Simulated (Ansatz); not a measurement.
The reference is BP in the zinc blende structure (space group F-43m, No. 216; a = 4.5366 Å). Axes: x, y, z lie along the cube axes.

Computed with plane-wave PAW DFT at the r2SCAN level (Ansatz, a quantum-chemistry and plane-wave program, 500 eV), scalar-relativistic without spin-orbit coupling.

Strains are applied to the cell and any free atomic positions relax.

One change was made to it. Results:

The valence-band top at Γ (three highest levels, from the VBM) becomes 0.00, -0.10, -0.10 eV (base: 0.00, 0.00, 0.00 eV); the smallest direct gap decreases by 0.09 eV to 3.51 eV; the energy rises by 1.3 meV/atom.

Question: Name the change that was made.
A. uniaxial strain ε_zz = −1.00 %
B. uniaxial strain ε_zz = −0.50 %
C. uniaxial strain ε_zz = −2.00 %
D. uniaxial strain ε_zz = −2.50 %
E. uniaxial strain ε_zz = −1.50 %

Answer: A, uniaxial strain ε_zz = −1.00 %. For comparison, the valence-band top at Γ in the other runs: uniaxial strain ε_zz = −0.50 % gives 0.00, -0.05, -0.05 eV; uniaxial strain ε_zz = −2.00 % gives 0.00, -0.21, -0.21 eV; uniaxial strain ε_zz = −1.50 % gives 0.00, -0.16, -0.16 eV; uniaxial strain ε_zz = −2.50 % gives 0.00, -0.26, -0.26 eV.

Stability against distortions was not tested.
